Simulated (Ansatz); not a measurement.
Density of states of Nb4N3 (I4/mmm) near the Fermi level, PBEsol, rigid bands in Ansatz (an electronic-structure program).

(E − E_F (eV), states/eV/cell): (-1.92, 2.82); (-1.82, 3.00); (-1.72, 3.29); (-1.62, 3.94); (-1.52, 4.37); (-1.42, 4.47); (-1.32, 4.53); (-1.22, 3.29); (-1.12, 3.02); (-1.02, 4.20); (-0.92, 4.43); (-0.82, 3.17); (-0.72, 2.93); (-0.62, 3.25); (-0.52, 3.08); (-0.42, 3.44); (-0.32, 3.03); (-0.22, 3.35); (-0.12, 3.44); (-0.02, 2.82); (0.08, 2.54); (0.18, 2.34); (0.28, 2.23); (0.38, 2.18); (0.48, 2.19); (0.58, 2.42); (0.68, 2.58); (0.78, 2.79); (0.88, 3.42); (0.98, 4.50); (1.08, 4.94); (1.18, 6.49); (1.28, 6.51); (1.38, 6.22); (1.48, 5.23); (1.58, 4.35); (1.68, 4.10); (1.78, 4.50); (1.88, 4.97)

**Question.** With 7 atoms a cell, what bare Sommerfeld coefficient γ = (π²/3) k_B² N(E_F) follows?

**Answer.** N(E_F) ≈ 2.8 states/eV a cell at 300 K, so γ ≈ 0.93 mJ/(mol of atoms·K²), before many-body enhancement (phonons, spin fluctuations, correlation).

**Question.** How far does the Fermi level move in a rigid band for 0.1 electron a cell added or removed?

**Answer.** 37 meV and -35 meV.

A metal at this level (no band gap); rigid bands, thermally averaged at 300 K, both spins. Spin-orbit coupling is left out. Geometry: cell and atoms relaxed with PBEsol.

Computed structure with no diffraction record at hand here (it may be known, metastable or hypothetical): Nb4N3 (I4/mmm).
